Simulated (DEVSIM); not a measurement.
Structure: abrupt InP p-n junction, at 400 K.

```csv
layer (left to right),material,thickness (μm),Nd (cm⁻³),Na (cm⁻³),τn (s),τp (s)
1,InP,14.0,-,1.6e15,6.2e-10,6.2e-10
2,InP,0.400,1.4e14,-,6.2e-10,6.2e-10
```

Left contact: ohmic. Right contact: ohmic. Voltage is applied to the left contact. Recombination: SRH at mid-gap, radiative. Mobility is μmin + (μ − μmin)/(1 + (N/Nref)^α).

The device is made up for the run: typed textbook-type constants, with dimensions and the other settings drawn at random. Values at 300 K; Nc and Nv go as T^1.5, mobilities as T to minus their exponent, the gap by Varshni's rule with the affinity fixed.

```
parameter              InP
----------------  --------
gap (eV)             1.344
affinity (eV)         4.38
permittivity          12.5
Nc (cm⁻³)           5.7e17
Nv (cm⁻³)           1.1e19
μn (cm²/Vs)           5200
μp (cm²/Vs)            170
μn,min                 400
μp,min                  10
Nref,n                3e17
Nref,p              4.9e17
αn                    0.47
αp                    0.62
T exponent of μn         2
T exponent of μp         2
B (cm³/s)          1.2e-10
Varshni α (eV/K)  0.000363
Varshni β (K)          162
```

Model (solved in DEVSIM): 1D drift-diffusion, Boltzmann statistics, complete ionisation; no tunnelling, impact ionisation, image-force lowering or self-heating.

The doping Nd of layer 2 was swept, all else fixed.

```csv
doping Nd of layer 2 (cm^-3),dark forward voltage at 1 A/cm² (V),largest field in the device at zero bias (V/cm),potential step across the device at zero bias (V)
4.2e12,0.489,9000,0.570
1.4e13,0.530,9500,0.611
4.2e13,0.564,10000,0.649
1.4e14,0.597,11000,0.691
4.2e14,0.623,11000,0.728
1.4e15,0.641,13000,0.770
4.2e15,0.647,16000,0.808
```

From the first row to the last the dark forward voltage at 1 A/cm² goes from 0.489 to 0.647. From the first row to the last the largest field in the device at zero bias goes from 9000 to 16000.
